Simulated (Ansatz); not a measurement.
Cost and result by functional for the adsorption energy of Br on the 1x1 (110) surface of bcc W, one in a 2x2 cell, started at the site 'hollow W-W-W', in Ansatz (plane waves, PAW). Single points on the PBE structure, on one kind of machine; costs are rough ratios of the slab run's core time (references not counted) to the cheapest single point. r2SCAN's cost holds its higher cutoff (500 against 420 eV). Differences are taken against r2SCAN for comparison alone: no measured value is at hand, so the table doesn't rank accuracy.

Set-up: 17 atoms, 6.6 Å thick at the start under the adsorbate (thin: gaps and levels are the slab's own); mesh 6x6x1; 0.1 eV smearing; dipole correction on; 8 atoms held, the rest relaxed; held to the start's symmetry, so lower structures may exist; no spin, no spin-orbit, no U, no dispersion correction. At the end it is bonded to 3 W. In PBE it is, or lies within 0.03 eV of, the lowest of the starts that converged. These notes are the PBE run's. Adsorption energies are against ½ Br2(g). A negative adsorption energy means that the adsorbate is more stable on the surface than in its reference.

```
functional                     relative cost  adsorption energy (eV)  less r2SCAN (eV)
-----------------------------  -------------  ----------------------  ----------------
RPBE                                       1                   -2.17              0.53
r2SCAN                                     2                   -2.70              0.00
PBE (the relaxed run's value)              –                   -2.43              0.27
```

The values span 0.53 eV, while the single points' costs differ by a factor of roughly 2. Differences are of unrounded values.

Ansatz is a first-principles code.
